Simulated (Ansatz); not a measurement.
**1T (CdI2-type) CaI₂**

These are HSE06 (Ansatz, a quantum-chemistry and plane-wave program, plane waves, PAW) values and carry that method's errors.

Settings: plane-wave cutoff 460 eV, 6×6×4 k mesh (along the axes of the cell as run), Fermi–Dirac smearing 0.01 eV, scalar-relativistic PAW data made under PBE.

Cell: relaxed with PBEsol: a = b = 4.435 Å, c = 7.095 Å, α = β = 90.00°, γ = 120.00°.

For 1T (CdI2-type) CaI₂, the band gap is 4.66 eV (on the SCF k mesh) and the smallest direct gap on the k points sampled comes out as 5.37 eV.

Note: the cell comes from a level without a dispersion term, which matters for the spacing of layers, chains or molecules; cell and atoms aren't relaxed at this level (largest force component 0.08 eV/Å, pressure 1.2 GPa); the cell has widely spaced layers and the level no dispersion term, so their spacing and the moduli can rest on weak binding.

Spin–orbit coupling is not included; with these elements it can move the gap by several tenths of an eV or more.

Computed values are for the static lattice.
